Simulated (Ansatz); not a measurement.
For HfGeO (model structure, started from the ZrSiS type, P4/nmm, No. 129, 6 atoms in the cell), PBEsol (PAW; Ansatz, a quantum-chemistry and plane-wave program) gives:

| Property | Value |
|---|---|
| equilibrium lattice constant a | 3.381 Å |
| c axis length | 7.149 Å |
| bulk modulus B0 | 158 GPa |
| cohesive energy | 6.46 eV/atom |

Task: What does r²SCAN (PAW; Ansatz) give for the same quantities?

Result: 
- lattice constant a: 3.400 Å (grows by 0.6 %)
- lattice parameter c: 7.172 Å (rises by 0.3 %)
- bulk modulus: 159 GPa (hardly moves)
- cohesive energy: 6.01 eV/atom (shrinks by 0.45 eV/atom)

Changes are worked out from the printed values.

Unless a cell is named, each level is at its own relaxed cell (PBEsol 13.62, r²SCAN 13.82 Å³/atom).

Levels without +SOC leave out spin–orbit coupling, which shifts energies and cells of such heavy elements.

Caveats: the bulk modulus is −V dP/dV from two relaxed cells at ±2 % in volume (PBEsol, r²SCAN). Ansatz's density-functional and Hartree–Fock values are scalar-relativistic unless marked +SOC, with PAW data made under PBE.

A model structure was made by putting elements into a prototype or built by hand; it is no filed structure, need not be a known phase, and can be a saddle point held by its symmetry.
